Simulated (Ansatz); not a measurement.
Start from HgS in the zinc blende structure (space group F-43m, No. 216; a = 5.812 Å).

Computed with LDA/PAW in Ansatz (a first-principles code), scalar-relativistic without spin-orbit coupling.

Base values:

- Pressure: 0.0 GPa
- Band gap: zero

Modification: an isotropic linear strain of −2.50 %, atoms relaxed at fixed cell.

### Question
How does this affect the energy relative to the base, pressure and band gap?

### Answer
The energy increases by 32 meV/atom; the pressure goes from zero to 6.2 GPa; the band gap stays zero.

The mesh was chosen for an insulator and is coarse for the gapless case. Spin-orbit coupling, missing from the scalar runs, can matter with Hg. Stability against distortions was not tested. All final runs are without spin polarisation. The zero or small gap of HgS can change with the level of theory.
